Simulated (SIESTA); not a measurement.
Band structure of GaGePt6 (I-42m, 8 atoms in the cell).

```xyz
8
Lattice="-2.7605 2.7605 3.9762 2.7605 -2.7605 3.9762 2.7605 2.7605 -3.9762" Properties=species:S:1:pos:R:3 pbc="T T T"
Ga     0.0000     0.0000     0.0000
Ge     0.0000     0.0000     3.9762
Pt     1.0928     1.0928     5.9284
Pt     1.0928    -1.0928     2.0239
Pt     1.6677     1.6677     1.9522
Pt    -1.0928     1.0928     2.0239
Pt     0.0000     2.7605     0.0000
Pt     2.7605     0.0000     0.0000
```

Method: GGA PBEsol, numerical atomic orbitals DZP, PseudoDojo PBEsol standard norm-conserving potentials (rewritten from UPF to PSML) run with SIESTA.

Settings: XC.functional = GGA; XC.authors = PBEsol; potentials = PseudoDojo PBEsol standard; PAO.BasisSize = DZP; PAO.EnergyShift = 0.01 Ry; MeshCutoff = 350 Ry; kgrid.MonkhorstPack = 5 5 5; OccupationFunction = MP; OccupationMPOrder = 0; ElectronicTemperature = 200 meV; MaxSCFIterations = 150; SCF.Mixer.Method = Pulay; SCF.Mixer.Weight = 0.2; SCF.Mixer.History = 8.

The starting cell comes from a database of computed structures (which also holds hypothetical and non-ambient phases and stackings), without a prior relaxation at this level. Spin-orbit coupling is off. Spin polarisation is off. Values carry the incompleteness of an atom-centred basis.

Levels in eV from the Fermi level, bands 64 to 69:
```
point     64     65     66     67     68    69
-----  -----  -----  -----  -----  -----  ----
Γ      -1.03  -0.75  -0.50  -0.01   0.38  0.38
X      -1.30  -0.99  -0.56  -0.55   0.27  0.92
Y      -1.33  -1.00  -0.87  -0.58  -0.44  1.58
S      -1.39  -1.14  -0.97  -0.84  -0.31  1.12
Z      -1.74  -1.74  -1.20  -0.70   0.22  1.19
S1     -1.39  -1.14  -0.97  -0.84  -0.31  1.12
N      -1.29  -0.80  -0.76   0.04   0.61  0.86
P      -1.32  -0.73  -0.67  -0.62  -0.62  1.54
Y1     -1.33  -1.00  -0.87  -0.58  -0.44  1.58
```

Bands cross the Fermi level along this path, so the cell is metallic at this level.

Higher empty bands are left out: an atom-centred basis made for the valence describes them poorly.
